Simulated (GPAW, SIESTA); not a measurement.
A GPAW input for a self-consistent single point of NaCl (Fm-3m, 2 atoms in the cell) (DFT PBE, plane waves, GPAW PAW datasets PBE (gpaw-data 1.0.1)):

```python
from ase import Atoms
from ase.units import GPa
from gpaw import GPAW

atoms = Atoms(['Na', 'Cl'],
              cell=[[0.000000, 2.820000, 2.820000],
                    [2.820000, 0.000000, 2.820000],
                    [2.820000, 2.820000, 0.000000]],
              scaled_positions=[[0.000000, 0.000000, 0.000000],
                                [0.500000, 0.500000, 0.500000]],
              pbc=True)

calc = GPAW(mode={'name': 'pw', 'ecut': 800},
            xc='PBE',
            kpts={'size': (10, 10, 10), 'gamma': True},
            occupations={'name': 'fermi-dirac', 'width': 0.02},
            nbands=-4,
            convergence={'forces': 0.001, 'bands': -2},
            symmetry={'symmorphic': False, 'tolerance': 0.0005},
            maxiter=100,
            txt='-')

atoms.calc = calc

energy = atoms.get_potential_energy()
print('Energy (eV):', round(energy, 6))
forces = atoms.get_forces()
print('Forces (eV/Ang):')
print(forces.round(5))
stress = atoms.get_stress()
print('Stress (GPa, Voigt):', (stress / GPa).round(4))
```

Task: Write the same calculation as an input for SIESTA.

Result: One input that does it (others would too):

```
# files in the folder: Na.psml Cl.psml (PseudoDojo PBE standard)
SystemName  NaCl
SystemLabel siesta

NumberOfAtoms                2
NumberOfSpecies              2
%block ChemicalSpeciesLabel
  1 11 Na
  2 17 Cl
%endblock ChemicalSpeciesLabel
LatticeConstant              1.0 Bohr
%block LatticeVectors
     0.000000000    5.329027671    5.329027671
     5.329027671    0.000000000    5.329027671
     5.329027671    5.329027671    0.000000000
%endblock LatticeVectors
AtomicCoordinatesFormat      ScaledCartesian
%block AtomicCoordinatesAndAtomicSpecies
     0.000000000    0.000000000    0.000000000  1
     5.329027671    5.329027671    5.329027671  2
%endblock AtomicCoordinatesAndAtomicSpecies

XC.functional                GGA
XC.authors                   PBE
PAO.BasisSize                TZP
PAO.EnergyShift              0.005 Ry
MeshCutoff                   350 Ry
%block kgrid.MonkhorstPack
   10   0   0  0.0
    0  10   0  0.0
    0   0  10  0.0
%endblock kgrid.MonkhorstPack
OccupationFunction           FD
ElectronicTemperature        232.09 K

MaxSCFIterations             150
SCF.Mixer.Method             Pulay
SCF.Mixer.Weight             0.25
SCF.Mixer.History            6
SCF.DM.Tolerance             1.0E-05
Diag.ParallelOverK           true
WriteForces                  true
Charge.Mulliken              end
```

Basis, cutoffs, solver keys and any potentials are the target program's own. This input uses DFT, GGA PBE, numerical atomic orbitals TZP, PseudoDojo PBE standard norm-conserving potentials (rewritten from UPF to PSML). Both were run: pressure 0.73 GPa in GPAW and 0.99 in SIESTA; gap on the mesh 5.113 eV in GPAW and 5.163 in SIESTA.

On SIESTA: the starting cell has typed, rounded lattice constants, without a prior relaxation at this level. Values carry the incompleteness of an atom-centred basis.

On GPAW: the starting cell has typed, rounded lattice constants, without a prior relaxation at this level.
